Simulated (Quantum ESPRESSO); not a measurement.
Band structure of VH2 (Fm-3m, 3 atoms in the cell).

```
CELL_PARAMETERS angstrom
     -2.13550     0.00000     2.13550
      0.00000     2.13550     2.13550
     -2.13550     2.13550     0.00000
ATOMIC_POSITIONS crystal
  V  0.00000 0.00000 0.00000
  H  0.25000 0.25000 0.25000
  H  0.75000 0.75000 0.75000
```
Moments meant for the start (each program seeds them in its own way; μB, in the order of the atoms V H H): 2.0 0.0 0.0.

Level of theory: PBEsol, SSSP 1.1.2 efficiency (PBE) pseudopotentials (plane waves; Quantum ESPRESSO 7.5).

Settings: ecutwfc = 55 Ry; ecutrho = 440 Ry; occupations = smearing; smearing = cold; degauss = 0.0073499 Ry; nspin = 2; input_dft = pbesol; potentials = {V: v_pbe_v1.4.uspp.F.UPF, H: H.pbe-rrkjus_psl.1.0.0.UPF}; K_POINTS = automatic 11 11 11 0 0 0; nbnd = 20; conv_thr = 1e-10 Ry; mixing_beta = 0.5.

The starting cell comes from a database of published, mostly measured structures (it also holds non-ambient and calculated ones), without a prior relaxation at this level. The starting moments vanished: the run ended non-magnetic, which need not be the lowest state.

Levels in eV from the Fermi level, bands 4 to 11 of the first spin channel:
| point | 4 | 5 | 6 | 7 | 8 | 9 | 10 | 11 |
|---|---|---|---|---|---|---|---|---|
| Γ | -38.20 | -11.36 | -0.99 | -0.99 | -0.99 | 0.71 | 0.71 | 1.19 |
| X | -38.31 | -6.31 | -5.59 | -3.58 | 1.55 | 1.55 | 1.55 | 6.64 |
| W | -38.32 | -6.01 | -6.01 | -2.65 | 0.28 | 1.55 | 3.33 | 3.33 |
| K | -38.29 | -6.35 | -5.76 | -2.83 | 0.74 | 1.20 | 2.74 | 3.67 |
| L | -38.24 | -7.79 | -5.59 | -0.86 | -0.86 | 1.44 | 1.44 | 4.06 |
| U | -38.29 | -6.35 | -5.76 | -2.83 | 0.74 | 1.20 | 2.74 | 3.67 |

Bands cross the Fermi level along this path, so the cell is metallic at this level.

The net moment of the cell came out as 0.00 μB.
